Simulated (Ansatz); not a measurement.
# Pressure series in PbF2

Base system: PbF$_{2}$ in the fluorite structure (space group Fm-3m, No. 225; a = 5.899 Å).

Cell and atoms are relaxed at each pressure.

Computed with Ansatz (an electronic-structure program) PBEsol, scalar-relativistic without spin-orbit coupling.

Candidates:
(a) pressure 5 GPa
(b) pressure 10 GPa
(c) pressure 7.5 GPa

Before the change:

```
Item                            Result
-----------------------------  -------
Width of the top valence band  2.08 eV
```

### Question
Order them by width of the top valence band, highest first.

### Answer
(b) pressure 10 GPa (2.80 eV), (c) pressure 7.5 GPa (2.64 eV), (a) pressure 5 GPa (2.47 eV)

Spin-orbit coupling, missing from the scalar runs, can matter with Pb. The levels and masses belong to the bands next to the band gap. Load acts through the strain it causes; cell and atoms are relaxed under it. Whether these cells are dynamically stable was not tested. Competing high-pressure phases were not computed.
